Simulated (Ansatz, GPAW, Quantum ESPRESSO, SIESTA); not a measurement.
**Y (P6_3/mmc, 2 atoms in the cell) computed with different codes at matched settings**

Relaxation of cell and atoms.

```yaml
crystal:
  lattice:
    - [1.82500, -3.16099, 0.00000]
    - [1.82500, 3.16099, 0.00000]
    - [0.00000, 0.00000, 5.73000]
  atoms:
    - { symbol: Y, position: [0.33333, 0.66667, 0.25000] }
    - { symbol: Y, position: [0.66667, 0.33333, 0.75000] }
```

Shared settings, as Ansatz (a program for electronic structure) writes them: kpoints.mp_grid.grid = 10 10 6; scf.occupations.method = fermi_dirac; scf.occupations.width = 0.0073 Ry. Potentials and cutoffs stand in the table.

| code | model | final volume (Å³/atom) | cutoff |
|---|---|---|---|
| GPAW | PBE, GPAW PAW datasets PBE (gpaw-data 1.0.1) | 32.85 | 600 eV |
| SIESTA | GGA PBE, numerical atomic orbitals DZP, PseudoDojo PBE standard norm-conserving potentials (rewritten from UPF to PSML) | 31.96 | grid 400 Ry |
| Ansatz | PBE, default PAW files | 32.93 | 30.9 Ry |
| Quantum ESPRESSO | PBE, PSlibrary ultrasoft (PBE) pseudopotentials | 32.87 | 45 Ry |

The spread over the programs that give each value: final volume within 0.97 Å³/atom.

SIESTA uses small atom-centred bases, whose incompleteness enters pressures, forces and empty levels differently from a plane-wave cutoff. The programs treat the finite-basis stress differently while the cell relaxes: Ansatz adds an estimate of it.

The starting cell has typed, rounded lattice constants, without a prior relaxation at this level.

Keys are those of Ansatz 0.2.
